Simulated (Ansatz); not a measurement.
Take La₂O₃ (space group P-3m1, No. 164; a = 3.906 Å, c = 6.040 Å) as the base.

The values are results of DFT with PBEsol, PAW potentials and a 420 eV plane-wave cutoff in Ansatz (a quantum-chemistry and plane-wave program), without spin-orbit coupling, not measurements.

One change was made to it. Results:

```tsv
quantity	base	after
smallest direct gap	3.86 eV	3.86 eV
band gap	3.77 eV	3.77 eV
lattice parameter a	3.906 Å	3.904 Å
```

Which change produced these results?
A. pressure −2 GPa
B. pressure 0.3 GPa
C. pressure 10 GPa
D. pressure 7.5 GPa

B, pressure 0.3 GPa. For comparison, the lattice parameter a in the other runs: pressure 10 GPa gives 3.863 Å; pressure 7.5 GPa gives 3.871 Å; pressure −2 GPa gives 3.919 Å.

Load acts through the strain it causes; cell and atoms are relaxed under it. Stability against distortions was not tested. Competing high-pressure phases were not computed. The base started in C2/m and relaxed to P-3m1 at this level.
